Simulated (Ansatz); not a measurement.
Base system: Ir in the fcc (Cu type) structure (space group Fm-3m, No. 225; a = 3.812 Å; relaxed with 0.1 eV smearing). Axes: x, y, z lie along the cube axes.

Level of theory: LDA in Ansatz (plane waves to 420 eV, PAW, spin-orbit coupling left out).

Before the change:

| Item | Result |
|---|---|
| Shortest interatomic distance | 2.695 Å |
| Pressure | 0.0 GPa |

It is then changed as follows: a pure shear with ε_xy = ε_yx = 0.0086, atoms relaxed at fixed cell.

### Question
Estimate the effect on the shortest interatomic distance, pressure and energy relative to the base.

### Answer
The shortest interatomic distance shrinks by 0.023 Å, from 2.695 Å to 2.672 Å; the pressure (mean of the normal stresses, compression positive) goes from zero to 0.2 GPa; the energy rises by 3.7 meV/atom.

The cells carry an imposed strain or load. No phonon test of stability was made. The final runs are not spin-polarised.

Ansatz is a first-principles code.
